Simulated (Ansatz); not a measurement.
Start from PbS in the rock salt structure (space group Fm-3m, No. 225).

```yaml
crystal:
  lattice:
    - [0.00000, 2.95134, 2.95134]
    - [2.95134, 0.00000, 2.95134]
    - [2.95134, 2.95134, 0.00000]
  atoms:
    - { symbol: Pb, position: [0.00000, 0.00000, 0.00000] }
    - { symbol: S, position: [0.50000, 0.50000, 0.50000] }
```

Cartesian axes are those of the cell as printed.

Level of theory: PBEsol/PAW in Ansatz (a quantum-chemistry and plane-wave program), scalar-relativistic without spin-orbit coupling.

For the base:

| Quantity | Result |
|---|---|
| Shortest interatomic distance | 2.951 Å |
| Valley order | L along ⟨111⟩ 0.19 eV; a point along ⟨110⟩, about 0.7 Å⁻¹ from Γ 1.14 eV |

One thing is altered: a pure shear with ε_xy = ε_yx = 0.0171; the atoms relax in the strained cell.

Task: Estimate the effect on the shortest interatomic distance and valley order.

Result: The shortest interatomic distance stays 2.951 Å; the valley order (the lowest conduction-band minima on the path, energy above the VBM, named in the base's zone) changes from L along ⟨111⟩ 0.19 eV; a point along ⟨110⟩, about 0.7 Å⁻¹ from Γ 1.14 eV to L along [1-11] 0.02 eV; L along [111] 0.20 eV; a point along [1-10], about 0.6 Å⁻¹ from Γ 0.98 eV; a point along [110], about 0.6 Å⁻¹ from Γ 1.29 eV.

With Pb present, leaving out spin-orbit coupling can change the band edges. The levels and masses belong to the bands next to the band gap. Stability against distortions was not tested. All final runs are without spin polarisation.
